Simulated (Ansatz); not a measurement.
**Mo, response to strain**

Start from Mo in the bcc (W type) structure (space group Im-3m, No. 229; a = 3.130 Å; relaxed with 0.1 eV smearing). Axes: x, y, z lie along the cube axes.

Strains are applied to the cell and any free atomic positions relax; under biaxial strain the out-of-plane vector relaxes too; under stress the whole cell relaxes.

Levels (all Ansatz, an electronic-structure program, PAW): PBEsol (420 eV, no spin-orbit coupling); r2SCAN (500 eV, no spin-orbit coupling).

Pressures by level, all at the geometries relaxed with PBEsol:

| case | PBEsol | r2SCAN |
|---|---|---|
| base | 0.0 GPa | 5.7 GPa |
| biaxial strain +0.35 %, plane normal [001], relaxed out of plane | -1.3 GPa | 4.4 GPa |
| biaxial strain +1.04 %, plane normal [001], relaxed out of plane | -3.6 GPa | 1.8 GPa |
| isotropic strain +1.10 % | -8.6 GPa | -3.4 GPa |
| strain tensor (xx, yy, zz, yz, xz, xy) = (+0.32, −2.46, +0.94, +0.72, +1.12, −0.37) % | 3.8 GPa | 9.7 GPa |
| uniaxial stress, 3 GPa tension along z | -1.0 GPa | 4.6 GPa |

Single points use the geometry relaxed with PBEsol. Their cutoffs differ, which shifts pressures a little. Beyond what the load breaks, stability against distortions was not tested. All final runs are without spin polarisation.
